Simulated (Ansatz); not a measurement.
System: cubic perovskite KMgF3. Method: B3LYP (VWN-RPA form) in Ansatz (PAW).

Run with plane-wave cutoff 460 eV, 6×6×6 k mesh, Fermi–Dirac smearing 0.01 eV, scalar-relativistic PAW data made under PBE.

The cell has the measured lattice: a = b = c = 3.9897 Å, α = β = γ = 90.00°.

Task: Give the computed band gap and smallest direct gap on the k points sampled.

Result: 
- band gap = 9.81 eV (on the SCF k mesh) (indirect)
- smallest direct gap on the k points sampled = 10.11 eV

Note: cell and atoms aren't relaxed at this level (pressure 1.9 GPa).

Static lattice: no zero-point or thermal effects.

Ansatz is an electronic-structure program.
